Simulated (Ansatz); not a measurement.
Take InP in the zinc blende structure (space group F-43m, No. 216; a = 5.960 Å) as the base.

Method: PBE, PAW, 420 eV (Ansatz, a program for electronic structure; no spin-orbit coupling), earlier PAW set.

Base values:

The hole mass is 0.037, 0.46, 0.46 mₑ (at Γ). The width of the top valence band comes out as 2.69 eV.

Now apply this change: an isotropic linear strain of −1.21 %; the atoms relax in the strained cell.

Q: What does the calculation give for the hole mass after the change?

A: The hole mass (degenerate bands, along [100]) becomes 0.051, 0.44, 0.44 mₑ (at Γ) (base: 0.037, 0.46, 0.46 mₑ (at Γ)).

Q: How does this affect the width of the top valence band?

A: The width of the top valence band increases by 0.16 eV (2.69 eV → 2.85 eV).

The levels and masses belong to the bands next to the band gap. Masses are band curvatures over ±0.01 Å⁻¹ around the edge. Stability against distortions was not tested.
